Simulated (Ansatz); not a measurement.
The reference is MoSi2 (space group I4/mmm, No. 139; a = 3.2168 Å, c = 7.8746 Å; relaxed with 0.1 eV smearing). Axes: x, y, z lie along a, b, c of the conventional cell.

The values are results of Ansatz (a quantum-chemistry and plane-wave program), PBE, PAW, cutoff 420 eV, scalar-relativistic without spin-orbit coupling, not measurements.

Before the change:

| Property | Value |
|---|---|
| Pressure | 0.0 GPa |

Now apply this change: biaxial strain −3.00 %, plane normal [001], relaxed out of plane (Cartesian); in-plane vectors clamped, the third vector and the atoms free.

**Question.** How does this affect the out-of-plane strain, pressure and energy relative to the base?

**Answer.** The out-of-plane strain comes out as +1.27 %; the pressure (mean of the normal stresses, compression positive) goes from zero to 10.5 GPa; the energy goes up by 38 meV/atom.

Whether these cells are dynamically stable was not tested. The final runs are not spin-polarised.
